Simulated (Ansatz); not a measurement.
We consider Ta3Ru (Fm-3m, No. 225, 4 atoms in the cell; start mp-977390), described by PBEsol (plane waves, PAW; Ansatz, an electronic-structure program).

Numerical settings: plane-wave cutoff 520 eV, 16×16×16 k mesh, Fermi–Dirac smearing 0.05 eV, no spin polarisation, scalar-relativistic PAW data made under PBE.

Cell (relaxed at this level):

```
RuTa3
1.0
    0.00000     3.19636     3.19636
    3.19636     0.00000     3.19636
    3.19636     3.19636     0.00000
Ta Ru
3 1
Direct
  0.25000   0.25000   0.25000
  0.75000   0.75000   0.75000
  0.50000   0.50000   0.50000
  0.00000   0.00000   0.00000
```

**Question.** Predict the bulk modulus.

**Answer.** 
* **bulk modulus**: 243 GPa

Note: the run has no spin polarisation, so it can have missed a magnetic state; the bulk modulus is −V dP/dV from two relaxed cells at ±2 % in volume; the relaxation could not lower the start's symmetry, so the cell can be a saddle point above a distorted one.

Spin–orbit coupling is not included.

The computed numbers hold no vibrational or temperature effects.

A start named mp-… is a Materials Project structure, which need not be a measured phase.
